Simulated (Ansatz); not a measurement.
The structure below was relaxed with PBEsol in Ansatz (plane waves to 420 eV, PAW, spin-orbit coupling left out).

```xyz
4
Lattice="2.6254 -3.6375 0.0000 2.6254 3.6375 0.0000 0.0000 0.0000 2.7111" Properties=species:S:1:pos:R:3 pbc="T T T"
Cu     1.3127     1.8188     0.0000
Cu     2.6254     0.0000     1.3556
Au     0.0000     0.0000     1.3556
Cu     1.3127    -1.8188     0.0000
```

Question: Find the space group and the Wyckoff positions.

Answer: Space group Cmmm (No. 65); a = 5.2508 Å, b = 7.2751 Å, c = 2.7111 Å, α = 90.00°, β = 90.00°, γ = 90.00°

```
atom  site  symmetry       x       y       z
----  ----  --------  ------  ------  ------
Cu      4e     ..2/m  0.2500  0.2500  0.0000
Cu      2c       mmm  0.0000  0.5000  0.5000
Au      2d       mmm  0.5000  0.5000  0.5000
```

Question: Describe the coordination.

Answer: The crystal has 8 atoms in its conventional cell. Cell: a = 5.251 Å, b = 7.275 Å, c = 2.711 Å, α = β = γ = 90.00°. Cu1 sees 4 Au at 2.621 Å and 8 Cu at 2.621–2.711 Å (cuboctahedral). Cu2 has 10 Cu at 2.621–2.711 Å and 2 Au at 2.625 Å (cuboctahedral). Au is surrounded by 10 Cu at 2.621–2.625 Å and 2 Au at 2.711 Å (cuboctahedral). (Neighbours: up to the widest gap in distance over summed covalent radii, below 1.35, at either atom.)

Each cell is one ordered arrangement of few atoms, which overstates ordering effects compared with a random alloy. Stability against distortions was not tested. All final runs are without spin polarisation. The cell was made from Au by this change: x(Cu) = 0.75, 4 atoms, Cmmm.

Ansatz is a program for electronic structure.
